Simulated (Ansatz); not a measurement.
Consider the following.

End structure of a constructed model of the (100) surface of fcc Pt, a pseudomorphic layer of Al in the host's stacking (bottom of the slab: a bare face, its two planes held):

```
CELL_PARAMETERS angstrom
      2.80721     0.00000     0.00000
      0.00000     2.80721     0.00000
      0.00000     0.00000    28.00000
ATOMIC_POSITIONS crystal
  Pt 0.50000 0.50000 0.29035
  Pt 0.00000 0.00000 0.36124
  Pt 0.50000 0.50000 0.43162
  Pt 0.00000 0.00000 0.50216
  Pt 0.50000 0.50000 0.57308
  Pt 0.00000 0.00000 0.64870
  Al 0.50000 0.50000 0.70865
```

Model: 7-atom slab, 11.7 Å thick at the start, 13x13x1 mesh, Fermi-Dirac 0.1 eV, dipole correction, 2 atoms held, the rest relaxed; symmetry of the start imposed; no spin, no spin-orbit, no U. It is one candidate, not shown to be the stable structure of the face.

Task: Estimate the work function of the top face that PBE run with Ansatz (a first-principles code) returns for this input.

Result: 4.75 eV
